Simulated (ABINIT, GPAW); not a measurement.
A GPAW input for a self-consistent single point of HgTe (Cmcm, 4 atoms in the cell) (DFT PBEsol, plane waves, GPAW PAW datasets PBEsol (made by gpaw-setup)):

```python
from ase import Atoms
from ase.units import GPa
from gpaw import GPAW

atoms = Atoms(['Hg', 'Hg', 'Te', 'Te'],
              cell=[[3.055363, -3.539736, 0.000000],
                    [3.055363, 3.539736, 0.000000],
                    [0.000000, 0.000000, 5.919921]],
              scaled_positions=[[0.343050, 0.656950, 0.750000],
                                [0.656950, 0.343050, 0.250000],
                                [0.784810, 0.215190, 0.750000],
                                [0.215190, 0.784810, 0.250000]],
              pbc=True)

calc = GPAW(mode={'name': 'pw', 'ecut': 550},
            xc='PBEsol',
            kpts={'size': (5, 5, 4), 'gamma': True},
            occupations={'name': 'fermi-dirac', 'width': 0.1},
            nbands=-8,
            convergence={'forces': 0.001},
            symmetry={'symmorphic': False, 'tolerance': 0.0005},
            maxiter=120,
            txt='-')

atoms.calc = calc

energy = atoms.get_potential_energy()
print('Energy (eV):', round(energy, 6))
forces = atoms.get_forces()
print('Forces (eV/Ang):')
print(forces.round(5))
stress = atoms.get_stress()
print('Stress (GPa, Voigt):', (stress / GPa).round(4))
```

Task: Write the same calculation as an input for ABINIT.

Result: This is the input that was run; spellings and numerical settings could be chosen otherwise.

```
# HgTe, PseudoDojo nc-sr-04 PBEsol standard
pp_dirpath "./"
pseudos "Hg.upf, Te.upf"
acell 4.6759997874 4.6759997874 5.9199210000 Angstrom
rprim
         0.6534138449   -0.7570008899    0.0000000000
         0.6534138449    0.7570008899    0.0000000000
         0.0000000000    0.0000000000    1.0000000000
natom 4
ntypat 2
znucl 80 52
typat 1 1 2 2
xcart
         5.7737992813    2.0997184072    8.3902720271
         5.7737992813   -2.0997184072    2.7967573424
         5.7737992813   -3.8102631383    8.3902720271
         5.7737992813    3.8102631383    2.7967573424
ecut 41
occopt 3
tsmear 0.00367493
nband 46
kptopt 1
ngkpt 5 5 4
nshiftk 1
shiftk 0 0 0
nstep 100
toldfe 1.0e-09
prtwf 0
prtden 0
enunit 2
```

Basis settings and potentials, where a program has them, do not carry over. This input uses DFT, PBEsol, plane waves, norm-conserving pseudopotentials (PseudoDojo nc-sr-04 PBEsol standard).

The starting cell comes from a database of computed structures (which also holds hypothetical and non-ambient phases and stackings), without a prior relaxation at this level. Its lattice was rescaled by a random factor within 2.5 % of one.
